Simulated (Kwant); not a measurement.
System: wire with an antidot in a InAs two-dimensional gas. Effective mass 0.023 mₑ, grid spacing 8.3 nm, hard walls, nominal width 200 nm (25 grid rows, so walls 215.8 nm apart), one parabolic valley, scattering region 600 nm long along x; energies count from the band bottom; Fermi energy 0.0057 eV. Hard-wall hole of radius 51 nm, 0 nm off the axis. Perpendicular field swept from 0 to 0.52 T, also in the leads; orbital effect alone.

The device is made up for the run: typed textbook-type constants, with dimensions and the other settings drawn at random.

Computed with Kwant: effective-mass tight-binding model on a square grid, one spin, coherent transport at 0 K. Conductance is in e²/h.

Sweep values stay those of the base run.

The Fermi energy was swept, all else fixed.

```json
[
 {"Fermi energy (eV)": "0.0029", "mean G (e²/h) over the sweep": "0.025", "G (e²/h) at B = 0.2562 T": "0.031", "G (e²/h) at B = 0.3844 T": "0.055", "G (e²/h) at B = 0.5200 T": "0.038"},
 {"Fermi energy (eV)": "0.004", "mean G (e²/h) over the sweep": "0.39", "G (e²/h) at B = 0.2562 T": "0.51", "G (e²/h) at B = 0.3844 T": "0.48", "G (e²/h) at B = 0.5200 T": "0.50"},
 {"Fermi energy (eV)": "0.0048", "mean G (e²/h) over the sweep": "1.05", "G (e²/h) at B = 0.2562 T": "1.12", "G (e²/h) at B = 0.3844 T": "0.75", "G (e²/h) at B = 0.5200 T": "0.69"},
 {"Fermi energy (eV)": "0.0057", "mean G (e²/h) over the sweep": "1.55", "G (e²/h) at B = 0.2562 T": "1.60", "G (e²/h) at B = 0.3844 T": "1.33", "G (e²/h) at B = 0.5200 T": "1.00"},
 {"Fermi energy (eV)": "0.0068", "mean G (e²/h) over the sweep": "1.74", "G (e²/h) at B = 0.2562 T": "1.91", "G (e²/h) at B = 0.3844 T": "1.37", "G (e²/h) at B = 0.5200 T": "1.04"},
 {"Fermi energy (eV)": "0.0086", "mean G (e²/h) over the sweep": "1.89", "G (e²/h) at B = 0.2562 T": "1.99", "G (e²/h) at B = 0.3844 T": "1.89", "G (e²/h) at B = 0.5200 T": "1.13"},
 {"Fermi energy (eV)": "0.011", "mean G (e²/h) over the sweep": "1.94", "G (e²/h) at B = 0.2562 T": "2.00", "G (e²/h) at B = 0.3844 T": "1.98", "G (e²/h) at B = 0.5200 T": "1.44"}
]
```

From the first row to the last the mean G over the sweep goes from 0.025 to 1.94. From the first row to the last the G at B = 0.2562 T goes from 0.031 to 2.00.
